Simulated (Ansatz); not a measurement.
# BeSe, response to strain

Start from BeSe in the zinc blende structure (space group F-43m, No. 216).

```yaml
crystal:
  lattice:
    - [0.00000, 2.54081, 2.54081]
    - [2.54081, 0.00000, 2.54081]
    - [2.54081, 2.54081, 0.00000]
  atoms:
    - { symbol: Be, position: [0.00000, 0.00000, 0.00000] }
    - { symbol: Se, position: [0.25000, 0.25000, 0.25000] }
```

Cartesian axes are those of the cell as printed.

Strains are applied to the cell and any free atomic positions relax; under biaxial strain the out-of-plane vector relaxes too.

The values are results of Ansatz (an electronic-structure program) LDA, no spin-orbit coupling, not measurements.

Notes on the quantities. energy relative to the base: free energy F.

```csv
"biaxial strain, plane normal [111], relaxed out of plane (%)",energy relative to the base (meV/atom)
-2.5,13.5
-2.08,?
-1.67,5.9
-1.25,3.3
-0.83,1.4
-0.42,0.4
0,0.0
```

Fit ΔE = Aε² + Bε³ (ε in %) to the rows shown and predict the withheld row.

Least squares on the printed values gives A = 2.04 and B = -0.050 meV/atom (largest residual 0.0 meV/atom); this predicts 9.3 meV/atom, and the run gives 9.3 meV/atom, in agreement.

Whether these cells are dynamically stable was not tested.
